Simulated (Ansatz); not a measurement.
Input:

```xyz
4
Lattice="3.8459 0.0000 0.0000 0.0000 3.8459 0.0000 0.0000 0.0000 3.8459" Properties=species:S:1:pos:R:3 pbc="T T T"
Ta     0.0000     0.0000     0.0000
Rh     0.0000     1.9229     1.9229
Rh     1.9229     0.0000     1.9229
Rh     1.9229     1.9229     0.0000
```

Computed with PBEsol, DFPT electron-phonon coupling, linearised Boltzmann equation (plane waves, PAW, scalar-relativistic; Ansatz, a first-principles code). Geometry: relaxed with this functional, without spin-orbit coupling.

Q: Predict the intrinsic resistivity at 300 K.

A: 8.1 μΩ·cm.

Q: And the electrons' mean free path at that temperature?

A: 14.0 nm, weighted by the current that each state carries. Wires not much wider than this gain resistivity from their walls.

A metal at this level (no band gap). Only scattering by harmonic phonons is included (no impurities, grain boundaries, electron-electron scattering or thermal expansion). Spin-orbit coupling is left out, which matters with elements this heavy. The run warned that the eigensolver left some states short of its tolerance. Halving the electron mesh (24x24x24) moves the resistivity by up to 4 % at 300 K, the mean free path by up to 1 %. Smearing 0.20 eV; phonons on a 4x4x4 q mesh, which this run doesn't test.

Formula and space group known from diffraction (Crystallography Open Database), not checked to be the room-temperature form: TaRh3 (Pm-3m).
